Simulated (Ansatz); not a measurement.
Si (diamond structure), cut as (111) film, 2 layers, ended by OH. Cell contents Si2O2H2; atoms relaxed. k-points: Γ-centred 8×8×1 mesh; occupations: Fermi-Dirac, 0.020 eV; spin polarisation not allowed. Scalar-relativistic, no spin-orbit coupling.

 The in-plane lattice is held at the bulk value.

What electronic structure (gap or metallic character, levels against vacuum) does PBE in Ansatz (an electronic-structure program) give?


- electronic character: not metallic
- Kohn-Sham band gap: 0.22 eV
- character of the gap on the mesh and a band path of the cell's zone: direct (the cell's symmetry is low, so an edge off the path may lie nearer)
- k-point of the valence-band top (reciprocal lattice units): (0.000, 0.000, 0.000)
- k-point of the conduction-band bottom (reciprocal lattice units): (0.000, 0.000, 0.000)
- depth of the highest filled level under the vacuum level: 3.98 eV
- depth of the lowest empty level under the vacuum level: 3.77 eV
- change of bonding against the cut: none
- number of neighbours within 2.827 Å (ending not counted): 3 for 2 atoms
- mean Si-Si distance (least to greatest): 2.363 Å (2.356 to 2.367)
